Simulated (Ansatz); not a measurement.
End structure of a constructed model of the (0001) surface of hcp Ti, a pseudomorphic layer of Al in the other hollow (bottom of the slab: a bare face, its two planes held):

```
CELL_PARAMETERS angstrom
      2.93864     0.00000     0.00000
     -1.46932     2.54493     0.00000
      0.00000     0.00000    30.50000
ATOMIC_POSITIONS crystal
  Ti 0.66667 0.33333 0.27020
  Ti 0.33333 0.66667 0.34646
  Ti 0.66667 0.33333 0.42371
  Ti 0.33333 0.66667 0.49952
  Ti 0.66667 0.33333 0.57731
  Ti 0.33333 0.66667 0.65128
  Al 0.00000 0.00000 0.72703
```

Slab: 7 atoms, 14.0 Å thick at the start; k 15x15x1, smearing 0.1 eV, dipole-corrected; 2 atoms held, the rest relaxed; held to the start's symmetry, so lower structures may exist; no spin, no spin-orbit, no U. In PBE it is, or lies within 0.01 eV a 1x1 cell of, the lowest of the 2 structures of its composition computed so far; larger cells were not tried.

Q: Estimate the work function of the top face that Ansatz (an electronic-structure program) with PBE returns for this input.

A: 4.38 eV
